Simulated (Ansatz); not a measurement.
The parent structure is an 8-atom supercell of C in the diamond structure (space group Fd-3m, No. 227; a = 3.560 Å) at its relaxed geometry.

Calculations: r2SCAN, PAW, 500 eV (Ansatz, a first-principles code; scalar-relativistic without spin-orbit coupling).

One neutral defect a cell, atoms relaxed at fixed cell.

One change was made to it. Results:

The pressure goes from zero to -0.5 GPa; the largest displacement of a host atom from its site in the perfect cell comes out as 0.10 Å.

### Question
Name the change that was made.
A. Pb on a C site
B. C vacancy
C. Li interstitial (started 1.45 Å from the nearest host atom)
D. Mo on a C site

### Answer
B, C vacancy. For comparison, the pressure in the other runs: Li interstitial (started 1.45 Å from the nearest host atom) gives 63.4 GPa; Mo on a C site gives 165.7 GPa; Pb on a C site gives 234.6 GPa.

The magnetic state is the one reached from the starting moments; the real material's order can differ, and small cells can't hold many antiferromagnetic ones. In so small a cell the defect repeats every few ångströms: this is an ordered compound, not a dilute defect. A case with no gap was solved on a k-mesh chosen for an insulator, which is coarse for it. Seeded moments were not kept for C vacancy, Li interstitial (started 1.45 Å from the nearest host atom) and Pb on a C site.
